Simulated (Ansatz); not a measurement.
## Computed paths: Au-vacancy pair in bcc W, neutral cell

System: Au-vacancy pair (Au on one host W site, one W site vacant) in bcc W (neutral cell). The numbers are results of PBE, PAW (plane waves to 420 eV; Ansatz, a first-principles code), not measurements.

Cell of 36 host sites held at the relaxed PBE lattice; a 2×2×3 k-point mesh shifted by half a step; Fermi-Dirac width 0.10 eV, spin-restricted; finite-size errors left in. No zero-point or tunnelling terms. Spin-orbit coupling is left out. Forms of the defect that were not tried may lie lower.

Barriers: single points on a 3×3×5 k-point mesh shifted by half a step at the bands' geometries.

| Route | Start site over the lowest site run (eV) | Hop (Å) | Forward barrier (eV) | Backward barrier (eV) | Neighbours at the start | Neighbours at the saddle | Saddle order | Forward, on the band's own sampling (eV) |
|---|---|---|---|---|---|---|---|---|
| Au and the vacancy change places (Au-vacancy distance between ideal sites 2.76 Å throughout) | 0.00 | 1.99 | 0.57 | 0.57 | 2 W at 2.72, W at 2.74, 3 W at 2.90, 2 W at 2.95, W at 2.96, W at 3.12, 2 W at 3.41, W at 3.44 Å | 4 W at 2.71, 2 W at 2.73, 6 W at 3.41 Å | not checked, on a symmetry element | 0.58 |

Paths come from nudged elastic bands with a climbing image.  A band can be held on a symmetry element, so unchecked saddle points there may be too high.

The whole set of runs took roughly 1.4 core-hours.
